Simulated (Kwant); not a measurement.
System: quantum point contact (saddle potential) in a GaN two-dimensional gas. Effective mass 0.22 mₑ, grid spacing 6.7 nm, hard walls, nominal width 200 nm (29 grid rows, so walls 201 nm apart), one parabolic valley, scattering region 600 nm long along x; energies count from the band bottom; Fermi energy 0.00303 eV. Potential (V0 + ½k y²) cos²(πx/L) for |x| < L/2, with V0 swept from 0.0031815 to 0 eV, k = 8.2e-07 eV/nm², L = 340 nm.

The device is made up for the run: typed textbook-type constants, with dimensions and the other settings drawn at random.

Computed with Kwant: effective-mass tight-binding model on a square grid, one spin, coherent transport at 0 K. Conductance is in e²/h.

Sweep values stay those of the base run.

Base results: G (e²/h) at V0 = 0.8300 meV 4.05; mean G (e²/h) over the sweep 2.75; G (e²/h) at V0 = 2.398 meV 1.07; G (e²/h) at V0 = 1.614 meV 2.85.

**Question.** What follows from this one change: curvature of the confinement 8.2e-07 → 7e-07 eV/nm²?

**Answer.** G at V0 = 0.8300 meV 4.05 → 4.57 e²/h; mean G over the sweep 2.75 → 2.96 e²/h; G at V0 = 2.398 meV 1.07 → 1.17 e²/h; G at V0 = 1.614 meV 2.85 → 2.98 e²/h.

**Question.** What follows from this one change: length of the gated region 340 → 440 nm?

**Answer.** G at V0 = 0.8300 meV little changed (4.02 e²/h); mean G over the sweep little changed (2.75 e²/h); G at V0 = 2.398 meV 1.07 → 1.04 e²/h; G at V0 = 1.614 meV little changed (2.90 e²/h).

**Question.** What follows from this one change: effective mass 0.22 → 0.13 mₑ?

**Answer.** G at V0 = 0.8300 meV 4.05 → 3.04 e²/h; mean G over the sweep 2.75 → 2.09 e²/h; G at V0 = 2.398 meV 1.07 → 0.98 e²/h; G at V0 = 1.614 meV 2.85 → 2.01 e²/h.
